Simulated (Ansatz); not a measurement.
Phonon-limited resistivity of TiSe (P6_3/mmc) against temperature in μΩ·cm, PBEsol, DFPT electron-phonon coupling, linearised Boltzmann equation run with Ansatz (a quantum-chemistry and plane-wave program), harmonic crystal at a fixed cell. x, y and z are the axes of this cell:
```
TiSe
1.0
    3.35642     0.00000     0.00000
   -1.67821     2.90675     0.00000
    0.00000     0.00000     6.75637
Ti Se
2 2
Direct
  0.00000   0.00000   0.00000
  0.00000   0.00000   0.50000
  0.33333   0.66667   0.25000
  0.66667   0.33333   0.75000
```

```tsv
T	ρ (x, y)	ρ (z)
50 K	1.67	1.22
77 K	5.7	4.2
100 K	___	7.6
150 K	___	15.7
200 K	29	23
250 K	36	30
273 K	40	33
300 K	43	36
350 K	49	42
```

Q: Fill in the missing entries.

A: 
- 100 K, ρ (x, y): 10.3
- 150 K, ρ (x, y): 20

A metal at this level (no band gap). Only scattering by harmonic phonons is included (no impurities, grain boundaries, electron-electron scattering or thermal expansion). Spin-orbit coupling is left out. The run warned that the eigensolver left some states short of its tolerance. Halving the electron mesh (28x28x12) moves the resistivity by up to 6 %. Smearing 0.20 eV; phonons on a 5x5x2 q mesh, which this run doesn't test and which matters most at low temperature.

Formula and space group known from diffraction (Crystallography Open Database), not checked to be the room-temperature form: TiSe (P6_3/mmc).
